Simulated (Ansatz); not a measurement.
The cell is built on a prototype and need not be the phase stable at ambient conditions.

By PBEsol, the system below comes out a metal.

Data:

```
IrNb3
1.0
    4.05574     0.00000     0.00000
    0.00000     5.73568     0.00000
    0.00000     2.86784     2.86784
Nb Ir
3 1
Cartesian
  2.02787   1.43392   1.43392
  0.00000   2.86784   0.00000
  2.02787   4.30176   1.43392
  0.00000   0.00000   0.00000
```

Space group of this cell: Pm-3m, Cu3Au type. The cell was relaxed by PBE-D3(BJ).

The current flows along the normal of the first two printed cell vectors. No spin-orbit coupling; the value is a mean over 0.1 eV about the Fermi level.

Question: Estimate the ballistic conductance per area that PBEsol in Ansatz (an electronic-structure program) returns for this system.

Answer: 1.1 × 10¹⁵ S/m² for both spins.
